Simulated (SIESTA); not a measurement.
Worked example: self-consistent single point of TiTe (P6_3/mmc, 4 atoms in the cell) in SIESTA.

Level of theory: GGA PBEsol with spin-orbit coupling, numerical atomic orbitals DZP, PseudoDojo PBEsol fully relativistic norm-conserving potentials (rewritten from UPF to PSML) in SIESTA.

```
CELL_PARAMETERS angstrom
      3.59125     0.00000     0.00000
     -1.79563     3.11011     0.00000
      0.00000     0.00000     7.14360
ATOMIC_POSITIONS crystal
  Ti 0.00000 0.00000 0.50000
  Ti 0.00000 0.00000 0.00000
  Te 0.66667 0.33333 0.25000
  Te 0.33333 0.66667 0.75000
```

Reference input (self-consistent single point, DFT, GGA PBEsol, numerical atomic orbitals DZP, PseudoDojo PBEsol standard norm-conserving potentials (rewritten from UPF to PSML)): XC.functional = GGA; XC.authors = PBEsol; potentials = PseudoDojo PBEsol standard; PAO.BasisSize = DZP; PAO.EnergyShift = 0.01 Ry; MeshCutoff = 400 Ry; kgrid.MonkhorstPack = 7 7 3; OccupationFunction = FD; ElectronicTemperature = 1160.45 K; MaxSCFIterations = 150; SCF.Mixer.Method = Broyden; SCF.Mixer.Weight = 0.2. This run's input differs from it in these lines:

```diff
@@ -1,2 +1,2 @@
-# files in the folder: Ti.psml Te.psml (PseudoDojo PBEsol standard)
+# files in the folder: Ti.psml Te.psml (PseudoDojo PBEsol fully relativistic)
 SystemName  TiTe
@@ -36,2 +36,9 @@
 ElectronicTemperature        1160.45 K
+Spin                         spin-orbit
+%block DM.InitSpin
+  1 0.00 0.00 0.00
+  2 0.00 0.00 0.00
+  3 0.00 0.00 0.00
+  4 0.00 0.00 0.00
+%endblock DM.InitSpin
```

The program printed (abridged):

```
        iscf     Eharris(eV)        E_KS(eV)     FreeEng(eV)     dDmax    Ef(eV) dHmax(eV)
   scf:    1    -8899.799926    -8914.441693    -8914.508855  0.785883 -3.024214  4.992207
     spin moment: {S} , |S| = {   -0.00000    0.00000   -0.00000 }     0.00000
   scf:    2    -8916.274398    -8915.576265    -8915.654056  0.057573 -3.460519  2.587399
     spin moment: {S} , |S| = {    0.00000   -0.00000    0.00000 }     0.00000
   scf:    3    -8915.979691    -8915.811594    -8915.895354  0.019968 -3.657079  1.705050
     spin moment: {S} , |S| = {   -0.00000   -0.00000   -0.00000 }     0.00000
   [... lines left out ...]
     spin moment: {S} , |S| = {    0.00000   -0.00000   -0.00000 }     0.00000
   scf:    8    -8915.902566    -8915.902547    -8915.990227  0.000095 -3.745123  0.000818
     spin moment: {S} , |S| = {    0.00000   -0.00000    0.00000 }     0.00000
   scf:    9    -8915.902562    -8915.902552    -8915.990227  0.000025 -3.744897  0.000234
     spin moment: {S} , |S| = {   -0.00000   -0.00000    0.00000 }     0.00000
   scf:   10    -8915.902554    -8915.902552    -8915.990227  0.000005 -3.744866  0.000400
     spin moment: {S} , |S| = {   -0.00000   -0.00000    0.00000 }     0.00000
SCF Convergence by DM+H criterion
max |DM_out - DM_in|         :     0.0000051572
max |H_out - H_in|      (eV) :     0.0004001819
SCF cycle converged after 10 iterations

Using DM_out to compute the final energy and forces

siesta: E_KS(eV) =            -8915.9026

siesta: E_KS - E_eggbox =     -8915.9026

siesta: Atomic forces (eV/Ang):
     1   -0.000000    0.000000   -0.000000
     2    0.000000    0.000000   -0.000000
     3    0.000030   -0.000015   -0.000076
     4   -0.000030    0.000015    0.000076
   Tot    0.000000    0.000000    0.000000
   Max    0.000076
   Res    0.000034    sqrt( Sum f_i^2 / 3N )
   Max    0.000076    constrained

Stress tensor Voigt[x,y,z,yz,xz,xy] (kbar):      -26.08      -25.89      -34.68        0.00       -0.00        0.16
(Free)E + p*V (eV/cell)    -8914.5518
   [... lines left out ...]
siesta: FreeEng =     -8915.990227
   [... lines left out ...]
siesta:    -0.016277    0.000100   -0.000000
siesta:     0.000100   -0.016161   -0.000000
siesta:    -0.000000    0.000000   -0.021645

siesta: Cell volume =         79.788278 Ang**3

siesta: Pressure (static):
siesta:                Solid            Molecule  Units
siesta:           0.00019635          0.00019633  Ry/Bohr**3
siesta:           0.01802764          0.01802621  eV/Ang**3
siesta:          28.88346939         28.88117891  kBar
```

The run converged in 10 iterations. Against the reference run the pressure goes from 2.77 to 2.89 GPa.

The starting cell comes from a database of computed structures (which also holds hypothetical and non-ambient phases and stackings), without a prior relaxation at this level. Its lattice was rescaled by a random factor within 2.5 % of one. Values carry the incompleteness of an atom-centred basis.

Cost on one core of a shared machine: roughly 4 min.
